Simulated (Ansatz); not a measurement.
The parent structure is CeO₂ in the fluorite structure (space group Fm-3m, No. 225).

```
CELL_PARAMETERS angstrom
      0.00000     2.73224     2.73224
      2.73224     0.00000     2.73224
      2.73224     2.73224     0.00000
ATOMIC_POSITIONS crystal
  Ce 0.00000 0.00000 0.00000
  O  0.25000 0.25000 0.25000
  O  0.75000 0.75000 0.75000
```

Cartesian axes are those of the cell as printed.

The values are results of Ansatz (a quantum-chemistry and plane-wave program) PBE, without spin-orbit coupling, earlier PAW set, not measurements.

Now apply this change: an isotropic linear strain of −0.67 %, atoms relaxed at fixed cell.

Q: Predict the stress tensor and what it implies for the stiffness.

A: Stress of the strained cell less that of the base (GPa, compression positive):
```
   3.66    0.00    0.00
   0.00    3.66    0.00
   0.00    0.00    3.66
```

Then B = −ΔP/(ΔV/V₀) with ΔV/V₀ = -0.0200 gives secant stiffness values (nonlinear terms included at this strain): B ≈ 183 GPa.

Stability against distortions was not tested. Seeded moments were not kept for the base. The final runs are not spin-polarised.
